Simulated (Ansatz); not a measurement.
```
CELL_PARAMETERS angstrom
      6.68160     0.00050     0.05084
      1.43217     4.13217    -0.09125
     -0.18524    -1.50778    27.20289
ATOMIC_POSITIONS crystal
  C  0.88265 0.31151 0.02621
  C  0.44920 0.58673 0.02266
  C  0.56100 0.81676 0.01854
  C  0.12111 0.17103 0.02289
  C  0.01441 0.53655 0.02138
  C  0.81590 0.31764 0.07899
  C  0.41552 0.52300 0.07559
  C  0.60883 0.90807 0.07377
  C  0.20050 0.12320 0.07676
  C  0.01310 0.69779 0.07534
  C  0.80920 0.98544 0.09248
  C  0.40640 0.19375 0.09214
  C  0.61097 0.59235 0.09688
  C  0.20740 0.79079 0.09409
  C  0.00813 0.39313 0.10025
  C  0.80168 0.01769 0.15154
  C  0.40181 0.22141 0.15115
  C  0.60246 0.62221 0.15288
  C  0.20116 0.82085 0.15194
  C  0.00229 0.42243 0.15465
  C  0.79923 0.69925 0.17218
  C  0.39931 0.89868 0.17085
  C  0.59977 0.29630 0.17067
  C  0.20097 0.49809 0.17165
  C  0.99931 0.09582 0.17157
  C  0.79267 0.72916 0.22873
  C  0.39280 0.92871 0.22811
  C  0.59323 0.32683 0.22805
  C  0.19451 0.52776 0.22849
  C  0.99293 0.12618 0.22846
  C  0.79095 0.40395 0.24730
  C  0.39162 0.60448 0.24721
  C  0.59040 0.00521 0.24736
  C  0.19105 0.20423 0.24731
  C  0.99122 0.80420 0.24755
  C  0.78454 0.43427 0.30434
  C  0.38503 0.63443 0.30419
  C  0.58388 0.03509 0.30425
  C  0.18447 0.23441 0.30435
  C  0.98467 0.83413 0.30436
  C  0.78154 0.11061 0.32327
  C  0.38161 0.31215 0.32330
  C  0.58292 0.71140 0.32318
  C  0.18288 0.90978 0.32326
  C  0.98268 0.51181 0.32337
  C  0.77471 0.14078 0.38021
  C  0.37484 0.34269 0.38036
  C  0.57646 0.74149 0.38003
  C  0.17650 0.93953 0.38020
  C  0.97622 0.54171 0.38048
  C  0.77436 0.81619 0.39988
  C  0.37504 0.01691 0.39880
  C  0.57129 0.42165 0.39889
  C  0.17379 0.61849 0.40042
  C  0.97319 0.21656 0.39803
  C  0.76799 0.84528 0.45846
  C  0.36829 0.04850 0.45513
  C  0.56385 0.45298 0.45544
  C  0.16525 0.64914 0.45995
  C  0.96641 0.24357 0.45317
  C  0.76326 0.51115 0.47507
  C  0.36626 0.73587 0.47784
  C  0.56230 0.13421 0.47453
  C  0.16391 0.31097 0.47421
  C  0.96376 0.92988 0.47641
  C  0.75321 0.38142 0.52831
  C  0.31785 0.87978 0.53438
  C  0.60543 0.19496 0.52737
  C  0.15576 0.20727 0.52650
  C  0.95436 0.10852 0.53130
  Si 0.18080 0.41713 0.58600
  Si 0.66375 0.89984 0.57573
  Si 0.95765 0.80055 0.64994
  Si 0.47689 0.28944 0.64835
  Si 0.10908 0.24053 0.68458
  Si 0.60265 0.74614 0.68612
  Si 0.88736 0.64089 0.75937
  Si 0.38870 0.14145 0.75917
  Si 0.02452 0.09051 0.79485
  Si 0.52409 0.59152 0.79530
  Si 0.80875 0.48599 0.87011
  Si 0.30987 0.98344 0.86764
  Si 0.94287 0.94004 0.90678
  Si 0.43856 0.43727 0.90403
  Si 0.68870 0.34185 0.97655
  Si 0.25428 0.80595 0.97628
  W  0.83136 0.34091 0.61422
  W  0.32925 0.84355 0.61503
  W  0.74638 0.19371 0.72265
  W  0.24596 0.69161 0.72330
  W  0.66622 0.04034 0.83107
  W  0.16233 0.54038 0.83232
  W  0.58223 0.88515 0.93749
  W  0.08812 0.39572 0.94074
```

The first 70 atoms are the substrate (C-dia), the rest the film (WSi2).

All values below come from PBE (plane waves to 420 eV, PAW; Ansatz, an electronic-structure program). No spin–orbit coupling; the runs are not spin-polarised. Its k-point mesh 4×6×1, Fermi–Dirac width 0.05 eV.

Task: Describe the bonding at the interfaces and give the barriers.

Result: A periodic stack without vacuum, tetragonal WSi2 (1 0 1) on diamond (1 1 1) (film strained to the substrate, started from cuts of the bulks and a machine-learned relaxation; slabs C70 and Si16W8, which can lie off the formulas): substrate slab C70, film Si16W8, surface cells [[-3, 2], [-1, -1]] and [[3, 2], [-1, 0]], film strained by -3.8 and +4.6 %, outermost planes C/C and Si/Si as cut, which need not be the usual terminations and can put a slab off its formula.
interface area: 27.6 Å²
period: 27.16 Å
heights between the nearest atoms of the two slabs at the two interfaces: 1.12 and 1.14 Å
C–W contacts across the interfaces within 1.22 times the sum of covalent radii: 7, mean 2.41 Å
C–Si contacts across the interfaces within 1.22 times the sum of covalent radii: 7, mean 1.94 Å
hole barrier (PBE): 0.56 eV
electron barrier (PBE): 3.57 eV
